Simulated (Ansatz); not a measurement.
Corundum In₂O₃ (high-pressure phase) was calculated with r²SCAN (Ansatz, a quantum-chemistry and plane-wave program, plane waves, PAW).

Numerical settings: plane-wave cutoff 560 eV, 8×8×8 k mesh, Fermi–Dirac smearing 0.01 eV, scalar-relativistic PAW data made under PBE.

Cell (measured lattice):

```xyz
10
Lattice="2.7435 1.5840 4.8367 -2.7435 1.5840 4.8367 0.0000 -3.1679 4.8367" Properties=species:S:1:pos:R:3 pbc="T T T"
In     0.0000     0.0000     5.1846
In     0.0000     0.0000     2.0704
In     0.0000     0.0000     9.3254
In     0.0000     0.0000    12.4396
O     -1.1084     1.5840     8.4642
O     -0.8176    -1.7519     8.4642
O      1.9259     0.1679     8.4642
O      1.1084    -1.5840     6.0458
O      0.8176     1.7519     6.0458
O     -1.9259    -0.1679     6.0458
```

### Question
Predict the band gap and smallest direct gap on the k points sampled.

### Answer

band gap: 1.88 eV
smallest direct gap on the k points sampled: 1.91 eV

Note: cell and atoms aren't relaxed at this level (largest force component 0.13 eV/Å, pressure 2.0 GPa).

Spin–orbit coupling is not included.

Static lattice: no zero-point or thermal effects.

It cost about 2.7 core-minutes (a rough figure) of CPU time.
